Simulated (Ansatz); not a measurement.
## MgTe: biaxial strain −2.08 %, plane normal [111], relaxed out of plane

The parent structure is MgTe in the zinc blende structure (space group F-43m, No. 216; a = 6.4393 Å). Axes: x, y, z lie along the cube axes.

Perturbation: biaxial strain −2.08 %, plane normal [111], relaxed out of plane (Cartesian); in-plane vectors clamped, the third vector and the atoms free.

Method: PBEsol in Ansatz (plane waves to 420 eV, PAW, no SOC). Γ-centred 9×9×9 mesh, Fermi–Dirac width 0.05 eV.

```tsv
quantity	base	changed	shift
volume per atom	33.38 Å³	32.58 Å³	-0.80 Å³
space group	F-43m (No. 216)	R3m (No. 160)	–
shortest interatomic distance	2.788 Å	2.763 Å	-0.0256 Å
energy relative to the base (free energy F)	0 meV/atom	+5.6 meV/atom	+5.6 meV/atom
band gap	2.35 eV	2.33 eV	-0.013 eV
gap character	direct at Γ	direct at Γ	–
electron mass	0.16 mₑ (at Γ)	0.15 mₑ out of plane, 0.17 mₑ in plane (at Γ)	–
valence-band top at Γ (three highest levels, from the VBM)	0.00, 0.00, 0.00 eV	0.00, 0.00, -0.26 eV	–
valley order (the lowest conduction-band minima on the path, energy above the VBM, named in the base's zone)	Γ 2.35 eV; X along ⟨100⟩ 2.71 eV; L along ⟨111⟩ 3.18 eV	Γ 2.33 eV; X along [100] 2.56 eV; L along [1-11] 3.07 eV; L along [111] 3.35 eV	–
out-of-plane strain	–	+1.79 %	–
ratio −ε⊥/ε∥	–	0.86	–
```

Spin-orbit coupling, missing from the scalar runs, can matter with Te. Effective masses come from finite differences of ±0.01 Å⁻¹. Whether these cells are dynamically stable was not tested. Labels are those of the standard path for the cell's own space group.

Ansatz is a quantum-chemistry and plane-wave program.
